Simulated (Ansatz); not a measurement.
Amorphous Ga₂₄O₃₇Na₂, 63 atoms at 4.87 g/cm³, one PBE-relaxed geometry, zone centre. Methods: PBE, scalar-relativistic without spin-orbit coupling (Ansatz, a program for electronic structure); r2SCAN, scalar-relativistic without spin-orbit coupling (Ansatz); HSE06, scalar-relativistic without spin-orbit coupling (Ansatz). Plane waves to 420 eV (r2SCAN 500 eV); exact exchange is cut at the cell's faces. At PBE the levels at the filled edge of the gap are localised (band-tail or defect states), and the nearest spread-out levels lie 1.8 eV apart at the zone centre. All rungs ran without spin polarisation.

Preparation: random packing, a CHGNet melt and quench, and a DFT relaxation. O atoms were pushed apart under 1.9 Å during the dynamics, to hinder bonds among them. The hot cell started wider than the set density and was brought back towards it in steps. It is the lowest in DFT energy of 2 quenches. It is a model cell: composition and starting density were chosen by hand, and all elements were melted together. No dispersion term was used. Its density started from a set value of 4.87 and ended at 4.87 g/cm³. The simulated quench (nominally 220 K/ps over its main leg) is rapid and tends to freeze in more defects than a deposited or slowly cooled glass has. A cell of this size samples the disorder only roughly. The volume was held where the preparation left it and the shape relaxed, at a PBE pressure of -1.0 GPa (tension). Stress components on the final sampling reach 1.2 GPa.

The relaxation ran on the zone centre alone. At PBE the level gap is 1.53 eV on a 2×2×2 Γ-centred mesh, and the spacing at the zone centre alone 1.51 eV.

Q: What zone-centre spacing does r2SCAN give, roughly?

A: 2.05 eV (+0.54 eV against PBE).

Q: What zone-centre spacing does HSE06 give, roughly?

A: 3.20 eV (+1.69 eV against PBE).

The highest filled and the lowest empty state spread over these numbers of atoms (participation numbers): PBE: 5.3 and 58.3; r2SCAN: 5.4 and 57.7; HSE06: 5.6 and 57.8.
